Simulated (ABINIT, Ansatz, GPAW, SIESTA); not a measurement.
# One structure in several programs: YMg6Ga (Amm2, 8 atoms in the cell)

Self-consistent single point.

```
CELL_PARAMETERS angstrom
      5.05190     0.00000     0.00000
      0.00000     3.33935     5.75643
      0.00000    -3.33935     5.75643
ATOMIC_POSITIONS crystal
  Y  0.50000 0.32495 0.32495
  Mg 0.50000 0.83793 0.32497
  Mg 0.50000 0.32497 0.83793
  Mg 0.50000 0.83579 0.83579
  Mg 0.00000 0.67715 0.16171
  Mg 0.00000 0.16171 0.67715
  Mg 0.00000 0.66745 0.66745
  Ga 0.00000 0.17005 0.17005
```

Shared settings, as Ansatz (a first-principles code) writes them: kpoints.mp_grid.grid = 4 3 3; scf.occupations.method = fermi_dirac; scf.occupations.width = 0.1 eV. Potentials and cutoffs stand in the table.

```json
[
 {"code": "Ansatz", "model": "PBEsol, PAW files made with PBE", "pressure (GPa)": "-2.55", "largest force (eV/Å)": "0.152", "cutoff": "default"},
 {"code": "ABINIT", "model": "PBEsol, PAW (JTH v2.0 PBE PAW, files made for PBE)", "pressure (GPa)": "-2.68", "largest force (eV/Å)": "0.154", "cutoff": "40 Ry"},
 {"code": "SIESTA", "model": "GGA PBEsol, numerical atomic orbitals DZP, PseudoDojo PBEsol standard norm-conserving potentials (rewritten from UPF to PSML)", "pressure (GPa)": "-1.72", "largest force (eV/Å)": "0.125", "cutoff": "grid 300 Ry"},
 {"code": "GPAW", "model": "PBEsol, GPAW PAW datasets PBEsol (made by gpaw-setup)", "pressure (GPa)": "-2.52", "largest force (eV/Å)": "0.148", "cutoff": "850 eV"}
]
```

Size of the force on each atom (eV/Å): Sizes of forces hide their directions.

```tsv
code	Y1	Mg2	Mg3	Mg4	Mg5	Mg6	Mg7	Ga8
Ansatz	0.152	0.031	0.031	0.059	0.071	0.071	0.033	0.101
ABINIT	0.154	0.032	0.032	0.057	0.072	0.072	0.034	0.100
SIESTA	0.110	0.095	0.095	0.119	0.065	0.065	0.038	0.125
GPAW	0.148	0.031	0.031	0.061	0.069	0.069	0.032	0.103
```

The spread over the programs that give each value: pressure within 0.96 GPa; largest force within 0.029 eV/Å.

SIESTA uses small atom-centred bases, whose incompleteness enters pressures, forces and empty levels differently from a plane-wave cutoff. Ansatz's pressure is given at a fixed set of plane waves, as the other plane-wave codes print theirs. In the force vectors, SIESTA (by 0.110) lies more than 0.08 eV/Å from the median of the plane-wave programs.

The starting cell comes from a database of computed structures (which also holds hypothetical and non-ambient phases and stackings), without a prior relaxation at this level. Its lattice was rescaled by a random factor within 2.5 % of one.

Left out of this page: CP2K (unsound by tests on forces, stress, charge or solver warnings).

Keys are those of Ansatz 0.2.
